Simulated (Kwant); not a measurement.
System: quantum point contact (saddle potential) in a Si two-dimensional gas. Effective mass 0.19 mₑ, grid spacing 1.3 nm, hard walls, nominal width 40 nm (31 grid rows, so walls 41.6 nm apart), one parabolic valley, scattering region 120 nm long along x; energies count from the band bottom; Fermi energy 0.00995 eV. Potential (V0 + ½k y²) cos²(πx/L) for |x| < L/2, with V0 swept from 0.010448 to 0 eV, k = 0.00012 eV/nm², L = 29 nm.

Constants are typed, rounded textbook-type inputs, not results; the design itself was drawn at random and stands for no fabricated device.

Model: effective-mass tight-binding model on a square grid, one spin, coherent transport at 0 K (Kwant). Conductance is in e²/h.

Compare with the saddle-point formula G = Σ 1/(1 + exp(−2π(E − V0 − ħωy(n + ½))/ħωx)), taking ħωy = ħ√(k/m) and ħωx from the curvature along x of V0 plus half of the mode's confinement energy.

ħωy = 6.94 meV; at V0 = 8.48 meV the lowest mode has ħωx = 9.81 meV.

| V0 (meV) | formula | simulation |
|---|---|---|
| 9.84 | 0.12 | 0.13 |
| 8.48 | 0.23 | 0.25 |
| 7.12 | 0.40 | 0.43 |
| 5.75 | 0.65 | 0.68 |
| 4.39 | 0.89 | 0.90 |
| 3.03 | 1.04 | 1.04 |

The formula takes a parabolic saddle in the continuum; the run has the full potential on a grid.
